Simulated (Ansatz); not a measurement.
Ansatz (an electronic-structure program) run on NiPS (P2_13, 12 atoms in the cell): self-consistent single point.

Method: PBEsol, PAW files at level accurate made with PBE (plane waves; Ansatz).

```xyz
12
Lattice="5.3120 0.0000 0.0000 0.0000 5.3120 0.0000 0.0000 0.0000 5.3120" Properties=species:S:1:pos:R:3 pbc="T T T"
Ni     5.1845     5.1845     5.1845
Ni     2.7835     0.1275     2.5285
Ni     0.1275     2.5285     2.7835
Ni     2.5285     2.7835     0.1275
P      3.3200     3.3200     3.3200
P      4.6480     1.9920     0.6640
P      1.9920     0.6640     4.6480
P      0.6640     4.6480     1.9920
S      2.0717     2.0717     2.0717
S      0.5843     3.2403     4.7276
S      3.2403     4.7276     0.5843
S      4.7276     0.5843     3.2403
```
Moments meant for the start (each program seeds them in its own way; μB, in the order of the atoms Ni Ni Ni Ni P P P P S S S S): 2.0 2.0 2.0 2.0 0.0 0.0 0.0 0.0 0.0 0.0 0.0 0.0.

Reference input (self-consistent single point, DFT, PBEsol, plane waves, default PAW files made with PBE): kpoints.mp_grid.grid = 5 5 5; hamiltonian.xc = pbesol; hamiltonian.pseudopotentials = {kind: paw} (the program's default PAW files); magnetization.spin_polarized = true; scf.occupations.method = cold; scf.occupations.width = 0.272 eV. This run's input differs from it in these lines:

```diff
@@ -22,3 +22,3 @@
   xc: pbesol
-  pseudopotentials: { kind: paw }
+  pseudopotentials: { kind: paw, level: accurate }
 magnetization:
```

Log, with long lists cut:

```
SCF iter   1: F=—  HF=-29725.382249 eV  |F-HF|=—  |Δ(HF+E_count)|=         —  Δρ=1.27e-1 (↑1.00e-1 ↓1.27e-1)  dr2=5.50e0  dr2_m=1.68e1  M=0.840 μB ∫|m|=1.160 μB  β_m=0.30  ethr=3.10e-3  ⟨swp⟩=7.0  Hψ=6908  notcnv=0
Mixer restart at iter 1: flushing history
all-band conjugate gradients solve this SCF's bands
preconditioner: auto → Kerker (q_TF=auto, 2.614 Å⁻¹)
spin=Collinear: Kerker preconditioning applied to the charge; magnetization (m = ρ↑ − ρ↓) channel mixes plain (no charge-response kernel on spin).
   [... lines left out ...]
SCF iter  12: F=—  HF=-29723.474912 eV  |F-HF|=—  |Δ(HF+E_count)|=   2.82e-6  S|Δr|=    0.00e0  Δρ=8.07e-6 (↑7.73e-6 ↓8.07e-6)  dr2=4.47e-7  dr2_m=1.68e-10  M=0.000 μB ∫|m|=0.000 μB  β_m=0.85  ethr=2.45e-8  ⟨swp⟩=2.1  Hψ=2295  notcnv=0  defer=154
SCF iter  13: F=-29723.474912 eV  HF=-29723.474912 eV  |F-HF|=2.01e-8  |Δ(HF+E_count)|=   2.97e-8  S|Δr|=    0.00e0  Δρ=2.35e-6 (↑2.08e-6 ↓2.35e-6)  dr2=3.31e-8  dr2_m=4.92e-11  M=0.000 μB ∫|m|=0.000 μB  ethr=8.62e-11  ⟨swp⟩=9.9  Hψ=7644  notcnv=0
SCF 1 converged in 13 iterations: F = -29723.474912 eV  dr2 = 3.31e-8
WARN: the starting moments were not kept: the SCF closed with an absolute magnetisation of 2.0e-5 μB, where they sum to 8 μB in size (4 sites) …
   [... lines left out ...]
Absolute magnetization: 0.0000 μB (∫|ρ↑−ρ↓|, with the PAW one-centre terms)
Free energy (F): -29723.474912 eV
Fermi energy:    14.499199 eV
   [... lines left out ...]
  atom  12  S      0.32491580    -0.32491580    -0.32491580
--- Stress (GPa, compression-positive) ---
       15.644331      -0.000000       0.000000
       -0.000000      15.644331      -0.000000
        0.000000       0.000000      15.644331
  P = ⅓ Tr σ = 15.6443 GPa (156.443 kbar)
  The stress holds the Pulay correction. Without it, at fixed plane waves, as pw.x and ABINIT print it: P = 15.6386 GPa
```

The run converged in 13 iterations. Against the reference run the pressure hardly changes (15.67 to 15.64 GPa) and the largest force moves little (2.767 to 2.765 eV/Å). The full log also holds: “WARN basis.ecutwfc = 1080 eV, the default”.

The starting cell was generated: these elements placed on a structure prototype, without a prior relaxation; it need not be a known phase or ordering of this composition. Its lattice was rescaled by a random factor within 2.5 % of one. The starting moments vanished: the run ended non-magnetic, which need not be the lowest state. The program warned that a starting moment was not kept. With a pressure of about 16 GPa the cell is away from its equilibrium volume at this level. Forces in this geometry exceed 1 eV/Å. Ansatz's pressure includes its estimate of the finite-basis (Pulay) stress.

Cost on one core of a shared machine: roughly 2 min.

Keys are those of Ansatz 0.2.
